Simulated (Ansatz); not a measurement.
Ansatz (a quantum-chemistry and plane-wave program) run on Si (Fd-3m, 2 atoms in the cell): self-consistent single point.

Computed with PBE (plane waves, PAW; Ansatz).

The change in words: lattice scaled by 0.98. Reference geometry:
```
CELL_PARAMETERS angstrom
      0.00000     2.71550     2.71550
      2.71550     0.00000     2.71550
      2.71550     2.71550     0.00000
ATOMIC_POSITIONS crystal
  Si 0.00000 0.00000 0.00000
  Si 0.25000 0.25000 0.25000
```

Reference input (self-consistent single point, DFT, PBE, plane waves, default PAW files): kpoints.mp_grid.grid = 7 7 7; hamiltonian.xc = pbe; hamiltonian.pseudopotentials = {kind: paw} (the program's default PAW files); scf.occupations.method = fermi_dirac; scf.occupations.width = 0.01 eV. This run's input differs from it in these lines:

Ansatz 0.2 input:
```diff
@@ -3,8 +3,8 @@
   lattice:
-    - [0.000000, 2.715500, 2.715500]
-    - [2.715500, 0.000000, 2.715500]
-    - [2.715500, 2.715500, 0.000000]
+    - [0.000000, 2.661190, 2.661190]
+    - [2.661190, 0.000000, 2.661190]
+    - [2.661190, 2.661190, 0.000000]
   atoms:
     - { symbol: Si, position_ang: [0.000000, 0.000000, 0.000000] }
-    - { symbol: Si, position_ang: [1.357750, 1.357750, 1.357750] }
+    - { symbol: Si, position_ang: [1.330595, 1.330595, 1.330595] }
 kpoints:
```

Output, abridged:

```
SCF iter   1: F=—  HF=-1271.528575 eV  |F-HF|=—  |Δ(HF+E_count)|=         —  Δρ=9.76e-4  dr2=3.90e-4  ethr=1.77e-3  ⟨swp⟩=6.1  Hψ=1444  notcnv=0
all-band conjugate gradients solve this SCF's bands
preconditioner: auto → none
SCF iter   2: F=—  HF=-1271.528834 eV  |F-HF|=—  |Δ(HF+E_count)|=   2.59e-4  Δρ=4.33e-4  dr2=7.13e-5  ethr=4.87e-6  ⟨swp⟩=2.2  Hψ=480  notcnv=0
SCF iter   3: F=—  HF=-1271.528854 eV  |F-HF|=—  |Δ(HF+E_count)|=   1.96e-5  Δρ=9.88e-5  dr2=2.65e-6  ethr=8.92e-7  ⟨swp⟩=2.0  Hψ=268  notcnv=0
SCF iter   4: F=—  HF=-1271.528854 eV  |F-HF|=—  |Δ(HF+E_count)|=   1.27e-7  Δρ=5.35e-5  dr2=5.75e-7  ethr=3.32e-8  ⟨swp⟩=1.0  Hψ=160  notcnv=0
iter 5 did not close the SCF: its close was put off for the readings that it lacked (scf_convergence_deferred on its scf_iter line)
SCF iter   5: F=-1271.528854 eV  HF=-1271.528854 eV  |F-HF|=2.64e-11  |Δ(HF+E_count)|=   4.45e-7  Δρ=2.64e-6  dr2=1.51e-9  ethr=7.19e-9  ⟨swp⟩=2.9  Hψ=246  notcnv=0
SCF iter   6: F=-1271.528854 eV  HF=-1271.528854 eV  |F-HF|=9.48e-11  |Δ(HF+E_count)|=  1.63e-10  Δρ=1.17e-6  dr2=3.44e-10  ethr=1.89e-11  ⟨swp⟩=1.8  Hψ=474  notcnv=0
SCF 1 converged in 6 iterations: F = -1271.528854 eV  dr2 = 3.44e-10
Free energy (F): -1271.528854 eV
Internal energy: -1271.528854 eV  (E = F + TS)
E sigma→0 (E₀):  -1271.528854 eV
Fermi energy:    7.109627 eV
--- Forces (eV/Å), atoms counted from 1 ---
  atom   1  Si    -0.00000000     0.00000000     0.00000000
  atom   2  Si    -0.00000000     0.00000000     0.00000000
--- Stress (GPa, compression-positive) ---
        8.736324      -0.000000      -0.000000
        0.000000       8.736324      -0.000000
       -0.000000      -0.000000       8.736324
  P = ⅓ Tr σ = 8.7363 GPa (87.363 kbar)
  The stress holds the Pulay correction. Without it, at fixed plane waves, as pw.x and ABINIT print it: P = 8.7104 GPa
```

The run converged in 6 iterations. Against the reference run the free energy goes up by 38.3 meV/atom, the pressure goes from 2.03 to 8.74 GPa and the gap on the mesh goes from 0.570 to 0.452 eV.

The starting cell has typed, rounded lattice constants, without a prior relaxation at this level. For this run, on top of that: lattice scaled by 0.98. With a pressure of about 9 GPa the cell is away from its equilibrium volume at this level. Ansatz's pressure includes its estimate of the finite-basis (Pulay) stress.
